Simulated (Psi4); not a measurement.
Psi4 1.11, HF/def2-svpd: [CH3][Ge]([CH3])[Cl], charge +1, multiplicity 1, 10 atoms. The geometry is a generated start, not checked to be a minimum at this level.

```json
{
  "task": "energy",
  "method": "scf",
  "basis": "def2-svpd",
  "memory": "3 GB",
  "maxiter": "100",
  "keys_of_the_molecule_block": "symmetry c1",
  "scf_type": "df (default)",
  "e_convergence": "1e-06 (default)",
  "d_convergence": "1e-06 (default)",
  "basis_functions": "153"
}
```

```xyz
10

C     -1.7475    -0.5312     0.0386
Ge    -0.0768     0.5563    -0.0649
C      1.8239    -0.0477     0.0036
Cl    -0.3498     2.5883    -0.2405
H     -2.1269    -0.4759     1.0598
H     -1.5485    -1.5699    -0.2233
H     -2.4861    -0.0981    -0.6394
H      2.3766     0.4546    -0.7928
H      2.2416     0.2534     0.9666
H      1.8935    -1.1298    -0.1079
```

Charge 1 and multiplicity 1 are set for this test and not shown to be the ground state.

With the defaults (damping_percentage = 0, guess = auto, which took SAD, diis = true, scf_initial_accelerator = adiis, diis_max_vecs = 10) it converges in 8 SCF iterations. One run each on 2 threads, with these changes:
- scf_initial_accelerator = ediis
- guess = core
- guess = huckel
- guess = modhuckel
- damping_percentage = 60, diis = false, scf_initial_accelerator = none
- damping_percentage = 60
- guess = gwh
- guess = sapgau
- diis_max_vecs = 6

Problem. Name the settings that don't reach the solution of the defaults.

Solution. No convergence: damping_percentage = 60 (the run ends without SCF convergence in 100 iterations). The rest reach the solution of the defaults.

| setting | SCF iterations | end |
|---|---|---|
| the defaults | 8 | same solution |
| guess = sapgau | 8 | same solution |
| scf_initial_accelerator = ediis | 8 | same solution |
| diis_max_vecs = 6 | 8 | same solution |
| guess = huckel | 9 | same solution |
| guess = modhuckel | 9 | same solution |
| guess = gwh | 11 | same solution |
| guess = core | 12 | same solution |
| damping_percentage = 60, diis = false, scf_initial_accelerator = none | 39 | same solution |
| damping_percentage = 60 | 100 | no convergence |
